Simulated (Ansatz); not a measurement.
Ansatz (an electronic-structure program), DFT, PBE, plane waves, its default PAW files: fcc Al (Al32), 32 atoms. Basis and mesh were picked for this test and aren't claimed converged.

Ansatz 0.2 input:
```yaml
crystal:
  lattice:
    - [8.1, 0.0, 0.0]
    - [0.0, 8.1, 0.0]
    - [0.0, 0.0, 8.1]
  atoms:
    - { symbol: Al, position: [0.0, 0.0, 0.0] }
    - { symbol: Al, position: [0.0, 0.25, 0.25] }
    - { symbol: Al, position: [0.25, 0.0, 0.25] }
    - { symbol: Al, position: [0.25, 0.25, 0.0] }
    - { symbol: Al, position: [0.0, 0.0, 0.5] }
    - { symbol: Al, position: [0.0, 0.25, 0.75] }
    - { symbol: Al, position: [0.25, 0.0, 0.75] }
    - { symbol: Al, position: [0.25, 0.25, 0.5] }
    - { symbol: Al, position: [0.0, 0.5, 0.0] }
    - { symbol: Al, position: [0.0, 0.75, 0.25] }
    - { symbol: Al, position: [0.25, 0.5, 0.25] }
    - { symbol: Al, position: [0.25, 0.75, 0.0] }
    - { symbol: Al, position: [0.0, 0.5, 0.5] }
    - { symbol: Al, position: [0.0, 0.75, 0.75] }
    - { symbol: Al, position: [0.25, 0.5, 0.75] }
    - { symbol: Al, position: [0.25, 0.75, 0.5] }
    - { symbol: Al, position: [0.5, 0.0, 0.0] }
    - { symbol: Al, position: [0.5, 0.25, 0.25] }
    - { symbol: Al, position: [0.75, 0.0, 0.25] }
    - { symbol: Al, position: [0.75, 0.25, 0.0] }
    - { symbol: Al, position: [0.5, 0.0, 0.5] }
    - { symbol: Al, position: [0.5, 0.25, 0.75] }
    - { symbol: Al, position: [0.75, 0.0, 0.75] }
    - { symbol: Al, position: [0.75, 0.25, 0.5] }
    - { symbol: Al, position: [0.5, 0.5, 0.0] }
    - { symbol: Al, position: [0.5, 0.75, 0.25] }
    - { symbol: Al, position: [0.75, 0.5, 0.25] }
    - { symbol: Al, position: [0.75, 0.75, 0.0] }
    - { symbol: Al, position: [0.5, 0.5, 0.5] }
    - { symbol: Al, position: [0.5, 0.75, 0.75] }
    - { symbol: Al, position: [0.75, 0.5, 0.75] }
    - { symbol: Al, position: [0.75, 0.75, 0.5] }
kpoints:
  mp_grid: { grid: [8, 8, 8] }
hamiltonian:
  xc: pbe
  pseudopotentials: { kind: paw }
scf:
  occupations: { method: fermi_dirac, width: 0.1 }
output:
  forces: true
```

```bash
OMP_NUM_THREADS=32 ANSATZ_TIMINGS=1 ansatz run --backend cpu --threads 32 --max-ram 200GiB --events-out run.ndjson --runs-dir run.runs --progress --plain run.yaml
```

The program reports k-points after symmetry: 35, bands at the start: 80, electrons: 96, plane waves at Γ: 10395, cutoff (eV): 420, FFT grid: 60×60×60, symmetry operations: 1536.

Machine: one whole node, Arm Neoverse V2, 96 cores on 1 socket, no SMT, 1 L3 cache group; 94 cores' worth of CPU time may be used.

On 32 threads this takes 3.7 s. Times are wall-clock medians of two to five runs, from launch to exit, with nothing else on the machine. Processes are pinned to neighbouring cores unless said otherwise. Build: release build for Arm (Neoverse V2), one process with threads. Other compilers and libraries give other times. Scratch files lie in a memory file system.

Q: Make this run faster without changing its result beyond 1.0 meV/atom in energy. Keep to 32 cores.

A: One answer among several that fit: going from kpoints.mp_grid.shift = not set to kpoints.mp_grid.shift = [0.5, 0.5, 0.5], the fastest of the measured ones that keep the result.

```diff
-  mp_grid: { grid: [8, 8, 8] }
+  mp_grid: { grid: [8, 8, 8], shift: [0.5, 0.5, 0.5] }
```

Time: 3.7 s to 2.0 s (1.8× as fast). The largest move is in band solves (diag): 2.4 s to 1.3 s. The band solves carry the change: the iterations make 38578 against 22034 applications of H to a band, at 0.063 against 0.059 ms of diag time each (k-points 35 to 20). What the program resolved moves too: eigensolver slots from 18 to 20. Applications of H to a band go from 39594 to 22622. These two results differ by: energy 0.75 meV/atom. Others tried: kpoints.mp_grid.shift = not set, crystal.symmetry.detect = false (25 s); kpoints.mp_grid.shift = not set, crystal.symmetry.detect = false, crystal.symmetry.time_reversal = false (49 s).
